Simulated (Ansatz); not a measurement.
Ansatz (a first-principles code) run on Ti₂O (P3m1, 3 atoms in the cell): self-consistent single point.

Method: LDA (PW92), default PAW files made with PBE (plane waves; Ansatz).

```
Ti2O
1.0
    2.94522     0.00000     0.00000
   -1.47261     2.55063     0.00000
    0.00000     0.00000     4.80787
Ti O
2 1
Direct
  0.33333   0.66667   0.74045
  0.66667   0.33333   0.26995
  0.00000   0.00000   0.00000
```

Reference input (self-consistent single point, DFT, LDA (PW92), plane waves, default PAW files made with PBE): basis.ecutwfc = 30.9 Ry; kpoints.mp_grid.grid = 13 13 7; hamiltonian.xc = lda; hamiltonian.pseudopotentials = {kind: paw} (the program's default PAW files); scf.occupations.method = fermi_dirac; scf.occupations.width = 0.0073 Ry. This run's input differs from it in these lines:

Ansatz 0.2 input:
```diff
@@ -11,3 +11,3 @@
 basis:
-  ecutwfc: 30.9 Ry
+  ecutwfc: 61.7 Ry
 kpoints:
```

The program printed (abridged):

```
SCF iter   1: F=—  HF=-5459.260580 eV  |F-HF|=—  |Δ(HF+E_count)|=         —  Δρ=1.33e-2  dr2=5.17e-2  ethr=1.77e-3  ⟨swp⟩=4.3  Hψ=9063  notcnv=0
all-band conjugate gradients solve this SCF's bands
preconditioner: auto → Kerker (q_TF=auto, 2.645 Å⁻¹)
SCF iter   2: F=—  HF=-5459.251492 eV  |F-HF|=—  |Δ(HF+E_count)|=   9.09e-3  Δρ=5.58e-3  dr2=9.79e-3  ethr=1.72e-4  ⟨swp⟩=1.4  Hψ=3468  notcnv=0
SCF iter   3: F=—  HF=-5459.249757 eV  |F-HF|=—  |Δ(HF+E_count)|=   1.74e-3  Δρ=1.47e-3  dr2=1.12e-3  ethr=3.26e-5  ⟨swp⟩=2.3  Hψ=2951  notcnv=0
SCF iter   4: F=—  HF=-5459.249500 eV  |F-HF|=—  |Δ(HF+E_count)|=   2.57e-4  Δρ=3.05e-4  dr2=6.06e-5  ethr=3.73e-6  ⟨swp⟩=2.0  Hψ=2863  notcnv=0
SCF iter   5: F=—  HF=-5459.249483 eV  |F-HF|=—  |Δ(HF+E_count)|=   1.70e-5  Δρ=8.65e-5  dr2=4.01e-6  ethr=2.02e-7  ⟨swp⟩=2.1  Hψ=3104  notcnv=0
SCF iter   6: F=—  HF=-5459.249482 eV  |F-HF|=—  |Δ(HF+E_count)|=   9.74e-7  Δρ=2.95e-5  dr2=4.42e-7  ethr=1.34e-8  ⟨swp⟩=2.6  Hψ=4299  notcnv=0
SCF iter   7: F=-5459.249482 eV  HF=-5459.249482 eV  |F-HF|=2.82e-8  |Δ(HF+E_count)|=   1.09e-7  Δρ=9.75e-6  dr2=3.58e-8  ethr=3.33e-10  ⟨swp⟩=5.1  Hψ=9419  notcnv=0
SCF 1 converged in 7 iterations: F = -5459.249482 eV  dr2 = 3.58e-8
Free energy (F): -5459.249482 eV
Internal energy: -5459.209149 eV  (E = F + TS)
E sigma→0 (E₀):  -5459.229315 eV
Entropy (-TS):   -0.040332 eV (-13.444 meV/atom)
Fermi energy:    15.086492 eV
--- Forces (eV/Å), atoms counted from 1 ---
  atom   1  Ti     0.00000000    -0.00000000     0.12082037
  atom   2  Ti    -0.00000000     0.00000000    -0.40789582
  atom   3  O      0.00000000     0.00000000     0.28706473
--- Stress (GPa, compression-positive) ---
       -6.813253       0.000000      -0.000000
       -0.000000      -6.813253       0.000000
       -0.000000       0.000000     -11.355794
  P = ⅓ Tr σ = -8.3274 GPa (-83.274 kbar)
  The stress holds the Pulay correction. Without it, at fixed plane waves, as pw.x and ABINIT print it: P = -8.3435 GPa
```

The run converged in 7 iterations. Against the reference run the free energy goes down by 4.1 meV/atom, the pressure hardly changes (-8.34 to -8.33 GPa) and the largest force stays at 0.408 eV/Å.

The starting cell comes from a database of computed structures (which also holds hypothetical and non-ambient phases and stackings), without a prior relaxation at this level. Its lattice was rescaled by up to half a per cent. One atom was moved a little off its site on purpose. Spin polarisation is off, so a magnetic state, if there is one, cannot be reached. Ansatz's pressure includes its estimate of the finite-basis (Pulay) stress.
